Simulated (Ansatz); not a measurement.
BeSe, response to strain

Start from BeSe in the zinc blende structure (space group F-43m, No. 216).

```yaml
crystal:
  lattice:
    - [0.00000, 2.56445, 2.56445]
    - [2.56445, 0.00000, 2.56445]
    - [2.56445, 2.56445, 0.00000]
  atoms:
    - { symbol: Be, position: [0.00000, 0.00000, 0.00000] }
    - { symbol: Se, position: [0.25000, 0.25000, 0.25000] }
```

Cartesian axes are those of the cell as printed.

Strains are applied to the cell and any free atomic positions relax.

Computed with Ansatz (a quantum-chemistry and plane-wave program), PBEsol, PAW, cutoff 420 eV, without spin-orbit coupling.

Notes on the quantities. energy relative to the base: free energy F.

```json
[
 {"change": "base", "band gap": "2.47 eV", "energy relative to the base": "0 meV/atom", "smallest direct gap": "4.28 eV"},
 {"change": "tensor shear ε_xy = +1.14 %", "band gap": "2.35 eV", "energy relative to the base": "+1.8 meV/atom", "smallest direct gap": "4.14 eV"},
 {"change": "tensor shear ε_xy = +0.29 %", "band gap": "2.44 eV", "energy relative to the base": "+0.1 meV/atom", "smallest direct gap": "4.26 eV"},
 {"change": "tensor shear ε_xy = +0.86 %", "band gap": "2.39 eV", "energy relative to the base": "+1.0 meV/atom", "smallest direct gap": "4.18 eV"},
 {"change": "tensor shear ε_xy = +1.71 %", "band gap": "2.28 eV", "energy relative to the base": "+4.1 meV/atom", "smallest direct gap": "4.04 eV"},
 {"change": "tensor shear ε_xy = +2.00 %", "band gap": "2.24 eV", "energy relative to the base": "+5.7 meV/atom", "smallest direct gap": "3.98 eV"},
 {"change": "tensor shear ε_xy = +0.57 %", "band gap": "2.42 eV", "energy relative to the base": "+0.5 meV/atom", "smallest direct gap": "4.22 eV"},
 {"change": "tensor shear ε_xy = +1.43 %", "band gap": "2.32 eV", "energy relative to the base": "+2.9 meV/atom", "smallest direct gap": "4.09 eV"}
]
```

Whether these cells are dynamically stable was not tested.
